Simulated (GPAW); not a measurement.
## Pressure against volume in CsCl-type PdIn (space group 221) (GPAW, LDA)

```yaml
crystal:
  lattice:
    - [3.12360, 0.00000, 0.00000]
    - [0.00000, 3.12360, 0.00000]
    - [0.00000, 0.00000, 3.12360]
  atoms:
    - { symbol: In, position: [0.50000, 0.50000, 0.50000] }
    - { symbol: Pd, position: [0.00000, 0.00000, 0.00000] }
```

Level of theory: LDA (Perdew-Wang 92), GPAW PAW datasets LDA (gpaw-data 1.0.1) (plane waves; GPAW 25.7.0). Settings: mode = pw; ecut = 585 eV; xc = LDA; kpts = 18 18 18; mesh shift (steps) = 0 0 0; occupations.name = fermi-dirac; occupations.width = 0.05 eV; nbands = -6; convergence.density = 1e-05 e/electron; symmetry.symmorphic = false; symmetry.tolerance = 0.0005; maxiter = 100. The cell above is the first row's. The rows scale it uniformly. In all rows fractional positions and the k mesh are held.

| V (Å^3/atom) | P (GPa) |
|---|---|
| 15.238 | 16.21 |
| 15.570 | 11.41 |
| 15.901 | 7.19 |
| 16.232 | 3.47 |
| 16.563 | 0.20 |
| 16.895 | -2.63 |
| 17.226 | -5.13 |
| 17.557 | -7.27 |
| 17.888 | ? |

The 8 complete rows are fitted with a cubic, P against V. With u = V - 16.4, the rows have u = -1.1620, -0.8300, -0.4990, -0.1680, 0.1630, 0.4950, 0.8260, 1.1570. Least squares gives P = 1.759 - 9.8301·u + 1.9949·u² - 0.2125·u³. Residuals (row less fit): 0.001, -0.004, 0.003, 0.002, -0.009, 0.014, -0.011, 0.003; standard error 0.010 (degrees of freedom: 4). The fitted pressure is zero at V0 = 16.59, where dP/dV = -9.111, so B0 = -V0·dP/dV = 151 GPa.

Predict the withheld P at V = 17.888 from the fit, and compare with the calculation.

u = 1.4880, so P = 1.759 - 9.8301 × 1.4880 + 1.9949 × 1.4880² - 0.2125 × 1.4880³ = -9.151 GPa. The calculation gives -9.14 GPa, 0.011 GPa above the prediction (under 0.05 % of the range of P in the table). The row lies outside the fitted rows, so this is an extrapolation. From the scatter of the fitted rows alone, a prediction at this place has a standard error of 0.027 GPa, so the miss is 0.4 times that.

Carrying the step between the two nearest rows on in a straight line would have given -9.41, off by 0.27; series whose last step already gives the withheld value aren't shown. The scan was laid around a cell of about the measured size, scaled by a guess for this functional. The runs keep the symmetry of the cell, so they don't test it for distortions. Spin polarisation is off. Cutoffs and mesh are single choices, not tested for convergence of this quantity. Series with a scatter that would blur these digits, or in which a gap closes, are not shown.
